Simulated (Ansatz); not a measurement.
Base system: CsPbBr3 in the cubic perovskite structure (space group Pm-3m, No. 221; a = 5.872 Å). Axes: x, y, z lie along the cube axes.

All numbers come from Ansatz (a quantum-chemistry and plane-wave program) PBEsol, no spin-orbit coupling.

For the base:

The volume per atom is 40.50 Å³ and the band gap is 1.43 eV.

One thing is altered: tensile biaxial strain of 2.40 % in the plane normal to [001], as in epitaxy on a mismatched substrate; the out-of-plane cell vector and the atoms relax.

Problem. What does the calculation give for the volume per atom after the change?

Solution. The volume per atom goes up by 1.72 Å³ (40.50 Å³ → 42.22 Å³).

Problem. Predict the new band gap.

Solution. The band gap rises by 0.09 eV, from 1.43 eV to 1.52 eV.

Problem. What does the calculation give for the energy relative to the base after the change?

Solution. The energy grows by 7.5 meV/atom.

Spin-orbit coupling, missing from the scalar runs, can matter with Pb. Whether these cells are dynamically stable was not tested. Many cubic perovskites are stable only at high temperature; tilts and polar distortions were not tested. This is not the structure that CsPbBr3 has at room temperature and ambient pressure.
